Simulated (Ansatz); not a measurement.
Data:

End structure of the (111) surface of fluorite-type CoSi2 in its 1x1 cell (cut with top plane Si, bottom plane Si), outermost plane spacing 1.55 Å in the ideal cut (one of several cuts of this face), with 2 Si a cell over the bulk's ratio:

```xyz
11
Lattice="3.7901 0.0000 0.0000 -1.8950 3.2823 0.0000 0.0000 0.0000 27.0000" Properties=species:S:1:pos:R:3 pbc="T T T"
Si     0.0000     2.1882     8.0460
Si     0.0000     0.0000     9.4773
Co     0.0000     2.1882    10.3632
Si     1.8950     1.0941    11.1899
Si     0.0000     2.1882    12.6963
Co     1.8950     1.0941    13.5000
Si     0.0000     0.0000    14.3037
Si     1.8950     1.0941    15.8101
Co     0.0000     0.0000    16.6368
Si     0.0000     2.1882    17.5227
Si     0.0000     0.0000    18.9540
```

Set-up: 11 atoms, Co3Si8, 10.8 Å thick at the start; mesh 11x11x1; 0.1 eV smearing; dipole correction on; all atoms relaxed; held to the start's symmetry, so lower structures may exist; no spin (magnetic order not tried), no spin-orbit, no U.

**Question.** Give the work function of the top face at the level Ansatz (a quantum-chemistry and plane-wave program) with PBE.

**Answer.** 5.48 eV
